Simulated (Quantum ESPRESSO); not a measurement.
The steps of a band-structure calculation for Sc₂H₅ (Pmmn, 14 atoms in the cell) with Quantum ESPRESSO.

Computed with LDA (PW92), PseudoDojo standard norm-conserving (LDA) pseudopotentials (plane waves; Quantum ESPRESSO).

Step 1 (scf):

```fortran
&CONTROL
   calculation = 'scf'
   outdir = './tmp/'
   pseudo_dir = './'
   tprnfor = .true.
   tstress = .true.
/
&SYSTEM
   ibrav = 0
   nat = 14
   ntyp = 2
   ecutwfc = 80
   occupations = 'smearing'
   smearing = 'cold'
   degauss = 0.0036749
/
&ELECTRONS
   conv_thr = 1.0d-10
/
ATOMIC_SPECIES
Sc    44.9559  Sc.upf
H      1.0080  H.upf
ATOMIC_POSITIONS {crystal}
Sc    0.500000000    0.000000000    0.089240000
Sc    0.000000000    0.500000000    0.910760000
Sc    0.000000000    0.000000000    0.576770000
Sc    0.500000000    0.500000000    0.423230000
H     0.500000000    0.500000000    0.755530000
H     0.000000000    0.000000000    0.244470000
H     0.500000000    0.659840000    0.105810000
H     0.500000000    0.340160000    0.105810000
H     0.000000000    0.840160000    0.894190000
H     0.000000000    0.159840000    0.894190000
H     0.000000000    0.658100000    0.560970000
H     0.000000000    0.341900000    0.560970000
H     0.500000000    0.841900000    0.439030000
H     0.500000000    0.158100000    0.439030000
K_POINTS {automatic}
4 2 2  0 0 0
CELL_PARAMETERS {bohr}
   6.350405744     0.000000000     0.000000000
   0.000000000    11.433183205     0.000000000
   0.000000000     0.000000000    10.911940048
```

Step 2 (bands):

```fortran
&CONTROL
   calculation = 'bands'
   outdir = './tmp/'
   pseudo_dir = './'
   verbosity = 'high'
/
&SYSTEM
   ibrav = 0
   nat = 14
   ntyp = 2
   ecutwfc = 80
   occupations = 'smearing'
   smearing = 'cold'
   degauss = 0.0036749
   nbnd = 40
/
&ELECTRONS
   conv_thr = 1.0d-10
   startingwfc = 'random'
   diago_thr_init = 1.0d-6
/
ATOMIC_SPECIES
Sc    44.9559  Sc.upf
H      1.0080  H.upf
ATOMIC_POSITIONS {crystal}
Sc    0.500000000    0.000000000    0.089240000
Sc    0.000000000    0.500000000    0.910760000
Sc    0.000000000    0.000000000    0.576770000
Sc    0.500000000    0.500000000    0.423230000
H     0.500000000    0.500000000    0.755530000
H     0.000000000    0.000000000    0.244470000
H     0.500000000    0.659840000    0.105810000
H     0.500000000    0.340160000    0.105810000
H     0.000000000    0.840160000    0.894190000
H     0.000000000    0.159840000    0.894190000
H     0.000000000    0.658100000    0.560970000
H     0.000000000    0.341900000    0.560970000
H     0.500000000    0.841900000    0.439030000
H     0.500000000    0.158100000    0.439030000
K_POINTS {crystal_b}
16
  0.00000000   0.00000000   0.00000000   9  ! G
 -0.50000000   0.00000000   0.00000000   5  ! X
 -0.50000000   0.00000000  -0.50000000   9  ! S
  0.00000000   0.00000000  -0.50000000   5  ! Y
  0.00000000   0.00000000   0.00000000   5  ! G
  0.00000000  -0.50000000   0.00000000   9  ! Z
 -0.50000000  -0.50000000   0.00000000   5  ! U
 -0.50000000  -0.50000000  -0.50000000   9  ! R
  0.00000000  -0.50000000  -0.50000000   5  ! T
  0.00000000  -0.50000000   0.00000000   1  ! Z
  0.00000000   0.00000000  -0.50000000   5  ! Y
  0.00000000  -0.50000000  -0.50000000   1  ! T
 -0.50000000  -0.50000000   0.00000000   5  ! U
 -0.50000000   0.00000000   0.00000000   1  ! X
 -0.50000000   0.00000000  -0.50000000   5  ! S
 -0.50000000  -0.50000000  -0.50000000   1  ! R
CELL_PARAMETERS {bohr}
   6.350405744     0.000000000     0.000000000
   0.000000000    11.433183205     0.000000000
   0.000000000     0.000000000    10.911940048
```

Step 3 (bands.x):

```fortran
&BANDS
   outdir = './tmp/'
   filband = 'bands.dat'
   lsym = .false.
/
```

Output of bands (abridged):

```
     Atomic positions and unit cell read from directory:
     ./tmp/pwscf.save/

     Message from routine setup:
     using ibrav=0 with symmetry is DISCOURAGED, use correct ibrav instead
     G-vector sticks info
     --------------------
     sticks:   dense  smooth     PW     G-vecs:    dense   smooth      PW
     Sum        1861    1861    529                76607    76607   11761

     bravais-lattice index     =            0
   [... lines left out ...]
     unit-cell volume          =     792.2653 (a.u.)^3
   [... lines left out ...]
   [... 77 lines left out ...]

     Dense  grid:    76607 G-vectors     FFT dimensions: (  40,  72,  64)

     The potential is recalculated from file :
     ./tmp/pwscf.save/charge-density

     Band Structure Calculation
     Davidson diagonalization with overlap

     ethr =  1.00E-06,  avg # of iterations = 47.5

     End of band structure calculation

          k = 0.0000 0.0000 0.0000 (  9561 PWs)   bands (ev):

   -40.8055 -40.7912 -40.5346 -40.5193 -19.8376 -19.8178 -19.7789 -19.6553
   -19.6297 -19.6290 -19.5390 -19.4259 -19.4129 -19.3987 -19.3902 -19.3711
    -0.8537   1.8048   2.0560   3.1867   3.2994   4.7570   4.7988   5.1289
     5.1547   8.7958   9.3423   9.4019   9.5450   9.5689   9.6107   9.8376
    10.5068  10.5177  10.7341  11.3240  11.4241  11.4431  11.5155  11.7560

          k =-0.0556 0.0000 0.0000 (  9578 PWs)   bands (ev):

   -40.8048 -40.7907 -40.5341 -40.5189 -19.8351 -19.8154 -19.7770 -19.6615
   -19.6359 -19.6301 -19.5372 -19.4270 -19.4142 -19.4043 -19.3906 -19.3773
    -0.8101   1.8440   2.0857   3.1994   3.2912   4.7613   4.8123   5.1149
     5.1726   8.8204   9.2888   9.2903   9.4095   9.4669   9.6043   9.6460
    10.4745  10.7105  10.8444  11.2932  11.4064  11.4270  11.5024  11.8037

   [... 78 blocks of this kind left out ...]
```

Output of bands.x (abridged):

```
     Reading xml data from directory:

     ./tmp/pwscf.save/

     G-vector sticks info
     --------------------
     sticks:   dense  smooth     PW     G-vecs:    dense   smooth      PW
     Sum        1861    1861    529                76607    76607   11761

     Reading collected, re-writing distributed wavefunctions
     high-symmetry point:  0.0000 0.0000 0.0000   x coordinate   0.0000
     high-symmetry point: -0.5000 0.0000 0.0000   x coordinate   0.5000
     high-symmetry point: -0.5000 0.0000-0.2910   x coordinate   0.7910
     high-symmetry point:  0.0000 0.0000-0.2910   x coordinate   1.2910
     high-symmetry point:  0.0000 0.0000 0.0000   x coordinate   1.5820
     high-symmetry point:  0.0000-0.2777 0.0000   x coordinate   1.8597
   [... 5 lines left out ...]
     high-symmetry point:  0.0000-0.2777-0.2910   x coordinate   3.7194
     high-symmetry point: -0.5000-0.2777 0.0000   x coordinate   3.7194
     high-symmetry point: -0.5000 0.0000 0.0000   x coordinate   3.9971
     high-symmetry point: -0.5000 0.0000-0.2910   x coordinate   3.9971
     high-symmetry point: -0.5000-0.2777-0.2910   x coordinate   4.2748

     Plottable bands (eV) written to file bands.dat.gnu
     Bands written to file bands.dat

   JOB DONE.
```

The starting cell comes from a database of computed structures (which also holds hypothetical and non-ambient phases and stackings), without a prior relaxation at this level.
